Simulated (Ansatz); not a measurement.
The starting structures come from a database of crystals and need not be the phases stable at ambient conditions.

Data:

```yaml
crystal:
  lattice:
    - [5.73615, 0.00000, 0.00000]
    - [0.00000, 5.95376, 0.00000]
    - [0.00000, 0.00000, 8.25418]
  atoms:
    - { symbol: La, position: [0.98406, 0.05387, 0.25000] }
    - { symbol: La, position: [0.01594, 0.94613, 0.75000] }
    - { symbol: La, position: [0.48406, 0.44613, 0.75000] }
    - { symbol: La, position: [0.51594, 0.55387, 0.25000] }
    - { symbol: In, position: [0.50000, 0.00000, 0.00000] }
    - { symbol: In, position: [0.00000, 0.50000, 0.00000] }
    - { symbol: In, position: [0.00000, 0.50000, 0.50000] }
    - { symbol: In, position: [0.50000, 0.00000, 0.50000] }
    - { symbol: O, position: [0.38531, 0.95410, 0.25000] }
    - { symbol: O, position: [0.61469, 0.04590, 0.75000] }
    - { symbol: O, position: [0.88531, 0.54590, 0.75000] }
    - { symbol: O, position: [0.11469, 0.45410, 0.25000] }
    - { symbol: O, position: [0.80397, 0.80154, 0.06071] }
    - { symbol: O, position: [0.19603, 0.19846, 0.93929] }
    - { symbol: O, position: [0.30397, 0.69846, 0.93929] }
    - { symbol: O, position: [0.69603, 0.30154, 0.06071] }
    - { symbol: O, position: [0.69603, 0.30154, 0.43929] }
    - { symbol: O, position: [0.30397, 0.69846, 0.56071] }
    - { symbol: O, position: [0.19603, 0.19846, 0.56071] }
    - { symbol: O, position: [0.80397, 0.80154, 0.43929] }
```

Space group of this cell: Pnma. The cell is taken as given.

Transport runs along the normal of the first two printed cell vectors.

The gap is the functional's own. No spin-orbit coupling. Mid-gap values are interpolated on the energy grid.

**Question.** Predict the band gap and the smallest decay constant κ at mid-gap from r2SCAN in Ansatz (a program for electronic structure).

**Answer.** Gap 3.48 eV on a 6×6×4 mesh; κ = 0.343 1/Å, at the zone centre.
